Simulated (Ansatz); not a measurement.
Start from YN in the rock salt structure (space group Fm-3m, No. 225; a = 4.856 Å). Axes: x, y, z lie along the cube axes.

Perturbation: compressive biaxial strain of 3.46 % in the plane normal to [110], as in epitaxy on a mismatched substrate; the out-of-plane cell vector and the atoms relax.

Levels (all Ansatz, a first-principles code, PAW): PBEsol (420 eV, without spin-orbit coupling); r2SCAN (500 eV, without spin-orbit coupling).

The geometry is relaxed with PBEsol.

PBEsol gap character: absent
PBEsol band gap: zero
PBEsol pressure: 9.9 GPa

With r2SCAN at the same geometry, the gap character becomes indirect, Γ → X (PBEsol: absent); the band gap goes from zero to 0.27 eV; the pressure increases by 5.2 GPa (9.9 GPa → 15.1 GPa).

Single points use the geometry relaxed with PBEsol. Their cutoffs differ, which shifts pressures a little. The mesh was chosen for an insulator and is coarse for the gapless case. Stability against distortions was not tested. The base started in P3_121 and relaxed to Fm-3m at this level. All final runs are without spin polarisation. A zero or small gap of YN can be the functional's error rather than a property of the material. k-point labels follow each cell's own Brillouin zone.
